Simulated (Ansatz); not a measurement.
The structure below was relaxed with PBEsol (Ansatz, a program for electronic structure), no spin-orbit coupling, earlier PAW set.

```xyz
2
Lattice="0.0000 2.8169 2.8169 2.8169 0.0000 2.8169 2.8169 2.8169 0.0000" Properties=species:S:1:pos:R:3 pbc="T T T"
Se     4.2253     4.2253     4.2253
Zn     0.0000     0.0000     0.0000
```

Q: Find the space group and the Wyckoff positions.

A: Space group F-43m (No. 216); a = 5.6337 Å, b = 5.6337 Å, c = 5.6337 Å, α = 90.00°, β = 90.00°, γ = 90.00°

```json
[
 {"atom": "Se", "site": "4c", "symmetry": "-43m", "x": "0.2500", "y": "0.2500", "z": "0.2500"},
 {"atom": "Zn", "site": "4a", "symmetry": "-43m", "x": "0.0000", "y": "0.0000", "z": "0.0000"}
]
```

Q: Describe the coordination.

A: The crystal has 8 atoms in its conventional cell. Lattice parameters: a = 5.6337 Å, b = 5.6337 Å, c = 5.6337 Å, α = 90.00°, β = 90.00°, γ = 90.00°. Se is coordinated by 4 Zn at 2.439 Å (tetrahedral). Zn has 4 Se at 2.439 Å (tetrahedral). (Neighbours: up to the widest gap in distance over summed covalent radii, below 1.35, at either atom; cation-cation and far metal-metal contacts left out.)

No phonon test of stability was made. The cell was made from ZnS by this change: S → Se.
